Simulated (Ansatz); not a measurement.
Consider the following.

```
CELL_PARAMETERS angstrom
      0.05244     3.06658     3.06658
      3.06658     0.05244     3.06658
      3.11902     3.11902     0.00000
ATOMIC_POSITIONS crystal
  Cd 0.00366 0.00366 0.99634
  Se 0.24634 0.24634 0.25366
```

No spin polarisation.

Level of theory: r2SCAN, PAW, 500 eV (Ansatz, a first-principles code; no spin-orbit coupling). Γ-centred 9×9×9 mesh, Fermi–Dirac width 0.05 eV.

### Question
Predict the pressure and electron mass.

### Answer
- Pressure (mean of the normal stresses, compression positive): 0.00 GPa
- Electron mass: 0.093 mₑ (at Γ)

The levels and masses belong to the bands next to the band gap. The cells carry an imposed strain or load. Masses are band curvatures over ±0.01 Å⁻¹ around the edge. Whether these cells are dynamically stable was not tested. The cell was made from CdSe in the zinc blende structure (space group F-43m, No. 216) by this change: tensor shear ε_xy = +1.71 %.
